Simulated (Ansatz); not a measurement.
Equilibrium volume per atom of TiC (model structure, within 0.1 Å of P6₃/mmc, No. 194, 8 atoms in the cell) at several levels of theory

No measured value is used here.

| level (code) | value (Å³/atom) |
|---|---|
| PBE (Ansatz) | [?] |
| PBEsol (Ansatz) | 10.49 |
| PBE-D3(BJ) (Ansatz) | 10.48 |

Fill in the missing entries.


- PBE (Ansatz, an electronic-structure program), value (Å³/atom): 10.78

Ansatz's density-functional and Hartree–Fock values are scalar-relativistic unless marked +SOC, with PAW data made under PBE.

A model structure was made by putting elements into a prototype or built by hand; it is no filed structure, need not be a known phase, and can be a saddle point held by its symmetry.
